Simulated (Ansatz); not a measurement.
WTe (model structure, started from the WC type, P-6m2, No. 187, 2 atoms in the cell), treated with PBEsol (PAW; Ansatz, a first-principles code).

The input as run:

Ansatz 0.2 input:
```yaml
crystal:
  lattice:
    - [3.7267547172, 0.0, 0.0]
    - [-1.8633773586, 3.2274642588, 0.0]
    - [0.0, 0.0, 3.4322129946]
  atoms:
    - { symbol: W, position: [0.0, 0.0, 0.0] }
    - { symbol: Te, position: [0.6666666667, 0.3333333333, 0.5] }
basis:
  ecutwfc: 520
  ecutrho_ratio: 4
  xc_grid: 2
kpoints:
  mp_grid: { grid: [18, 18, 16] }
hamiltonian:
  xc: pbesol
  dispersion: none
  pseudopotentials: { kind: paw }
scf:
  occupations: { method: fermi_dirac, width: 0.05 }
output:
  forces: true
  stress: true
  eigenvalues: true
relax:
  f_tol: 0.004
  escape_saddle: false
  max_steps: 80
  cell: { stress_tol: 0.02, fix: [volume] }
```

The run printed, among other lines:

```
Relaxation: its limit of steps is 80 (relax.max_steps)
Crystal: 2 atoms, lattice volume = 41.283 Å³
Basis set: ecut = 520 eV, 1147 PW (Γ), exchange–correlation on 60×60×54 points (8 copies of the dense FFT grid, shifted against one another)
Bands: 19, of which v1, the nominal top of the filled ones, is band 15 counted from 1 (14 counted from 0)
Symmetry: 12 space group operations
Space group: P-6m2 (ITA 187), of the structure as read, at distance tolerance 3.5e-5 Å
k-points: 333 of 5184 (time reversal used)
Functional: x = pbesol(κ = 0.804, μ = 0.12345679012345678), c = pbesol(β = 0.046)
SCF iter   1: F=—  HF=-17156.150943 eV  |F-HF|=—  |Δ(HF+E_count)|=         —  Δρ=9.77e-3  dr2=2.84e-2
SCF iter   2: F=—  HF=-17156.147434 eV  |F-HF|=—  |Δ(HF+E_count)|=   3.51e-3  Δρ=5.90e-3  dr2=1.29e-2
  ...
SCF 1 converged in 6 iterations: F = -17156.144626 eV  dr2 = 2.83e-8
Crystal: 2 atoms, lattice volume = 41.283 Å³
Basis set: ecut = 520 eV, 1135 PW (Γ), exchange–correlation on 60×60×54 points (8 copies of the dense FFT grid, shifted against one another)
Initial density: handed on by an earlier stage of this run
SCF 2 converged in 6 iterations: F = -17156.145091 eV  dr2 = 1.69e-11
Crystal: 2 atoms, lattice volume = 41.283 Å³
SCF 3 converged in 6 iterations: F = -17156.145114 eV  dr2 = 7.25e-13
Crystal: 2 atoms, lattice volume = 41.283 Å³
SCF iter   7: F=-17156.145113 eV  HF=-17156.145113 eV  |F-HF|=7.28e-12  |Δ(HF+E_count)|=  3.64e-12  Δρ=5.56e-10  dr2=4.53e-17
SCF iter   8: F=-17156.145113 eV  HF=-17156.145113 eV  |F-HF|=3.64e-12  |Δ(HF+E_count)|=  3.64e-12  Δρ=1.37e-10  dr2=2.14e-18
SCF 4 converged in 8 iterations: F = -17156.145113 eV  dr2 = 2.14e-18
SCF converged after 8 iterations
Free energy (F): -17156.145113 eV
Internal energy: -17156.129864 eV  (E = F + TS)
E sigma→0 (E₀):  -17156.137488 eV
Fermi energy:    17.563163 eV
--- Forces (eV/Å), atoms counted from 1 ---
  atom   1  W     -0.00000000    -0.00000000     0.00000000
  atom   2  Te     0.00000000    -0.00000000     0.00000000
--- Stress (GPa, compression-positive) ---
       -2.857655       0.000000       0.000000
        0.000000      -2.857655      -0.000000
        0.000000      -0.000000      -2.878873
  P = ⅓ Tr σ = -2.8647 GPa (-28.647 kbar)
```

The cell is one volume of an energy–volume scan, off the minimum.

The PAW data were made under PBE.

Note: the run has no spin polarisation, so it can have missed a magnetic state. Note: the relaxation could raise the start's symmetry but not lower it, so the cell can be a saddle point.

It cost very roughly 2.5 core-minutes of CPU time.

A model structure was made by putting elements into a prototype or built by hand; it is no filed structure, need not be a known phase, and can be a saddle point held by its symmetry.
